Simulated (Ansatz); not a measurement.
Smallest direct gap on the k points sampled of GaN (model structure, started from the MgO type, Pm-3n, No. 223, 12 atoms in the cell) at several levels of theory

No measured value is used here.

| level (code) | value (eV) |
|---|---|
| LDA (Ansatz) | 1.55 |
| PBEsol (Ansatz) | 1.56 |
| r²SCAN (Ansatz) | [?] |
| HSE06 (Ansatz) | 2.79 |
| HSE06+SOC (Ansatz) | 2.78 |
| PBE0 (Ansatz) | [?] |

Some entries are withheld; supply them.


- r²SCAN (Ansatz, a first-principles code), value (eV): 1.85
- PBE0 (Ansatz), value (eV): 3.48

Computed values are for a static lattice. Spin–orbit coupling is included only where a level's name says +SOC; with heavier elements it mostly lowers gaps and can invert bands.  Values are at the PBEsol cell. Cutoffs and k meshes differ between the levels. Ansatz's density-functional and Hartree–Fock values are scalar-relativistic unless marked +SOC, with PAW data made under PBE.

A model structure was made by putting elements into a prototype or built by hand; it is no filed structure, need not be a known phase, and can be a saddle point held by its symmetry.
